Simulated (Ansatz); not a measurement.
**Effect of uniaxial strain ε_zz = −4.31 % on VBiO4**

Take VBiO$_{4}$ (space group I4_1/a, No. 88; a = 5.1210 Å, c = 11.6231 Å) as the base. Axes: x, y, z lie along a, b, c of the conventional cell.

Perturbation: the cell is compressed by 4.31 % along z with no lateral relaxation, atoms relaxed at fixed cell.

All numbers come from r2SCAN, PAW, 500 eV (Ansatz, an electronic-structure program; scalar-relativistic without spin-orbit coupling), earlier PAW set. Γ-centred 7×7×7 mesh, Fermi–Dirac width 0.05 eV.

```tsv
quantity	base	changed	shift
volume per atom	12.70 Å³	12.15 Å³	-0.55 Å³
space group	I4_1/a (No. 88)	I4_1/a (No. 88)	–
energy relative to the base (free energy F)	0 meV/atom	+15 meV/atom	+15 meV/atom
pressure (mean of the normal stresses, compression positive)	0.00 GPa	6.43 GPa	+6.43 GPa
band gap (an upper bound: an edge found on the path is not a true extremum; the changed cell)	2.48 eV	2.24 eV	-0.24 eV
largest internal atomic displacement	–	0.040 Å	–
stress (xx, yy, zz, yz, xz, xy; compression positive)	–	(5.01, 5.01, 9.28, 0.00, 0.00, 0.00) GPa	–
```

Final structure:

```xyz
12
Lattice="-2.5605 2.5605 5.5611 2.5605 -2.5605 5.5611 2.5605 2.5605 -5.5611" Properties=species:S:1:pos:R:3 pbc="T T T"
Bi     0.0000     2.5605     2.7805
Bi     0.0000     0.0000     0.0000
V      2.5605     0.0000     2.7805
V      0.0000     0.0000     5.5611
O      3.2956    -1.2607     3.6849
O      1.8255     1.2607     3.6849
O      1.2607     0.7351     6.4655
O      1.2999     1.8255     0.9044
O     -0.7351     1.2607     4.6567
O      3.2956     1.2999    -0.9044
O      1.2999    -0.7351     1.8761
O      3.8212     0.7351     1.8761
```

With Bi present, leaving out spin-orbit coupling can change the band edges. Stability against distortions was not tested. Starting moments died away, wholly or in part, for the base; another magnetic solution may exist. The final runs are not spin-polarised.
